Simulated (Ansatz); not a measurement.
For CsCl-type AuZn (cubic form, which distorts at low temperature), LDA in Ansatz (plane waves, PAW) gives:

| Item | Result |
|---|---|
| equilibrium lattice constant a | 3.096 Å |
| bulk modulus B0 | 159 GPa |

Problem. What does r²SCAN50 (plane waves, PAW; Ansatz, a quantum-chemistry and plane-wave program) give for the same quantities?

Solution. 
- lattice constant a: 3.146 Å (grows by 1.6 %)
- bulk modulus: 135 GPa (drops by 15 %)

For comparison: bulk modulus 131 GPa (measured, temperature not stated, no zero-point or thermal correction; as tabulated in Nepal et al. (2020), arXiv:2007.11150).

Changes are worked out from the printed values.

Unless a cell is named, each level is at its own relaxed cell (LDA 14.83, r²SCAN50 15.56 Å³/atom).

Levels without +SOC leave out spin–orbit coupling, which shifts energies and cells of such heavy elements.

Caveats: symmetry holds this phase in the static calculation, where it need not be a minimum (LDA, r²SCAN50). Ansatz's density-functional and Hartree–Fock values are scalar-relativistic unless marked +SOC, with PAW data made under PBE.
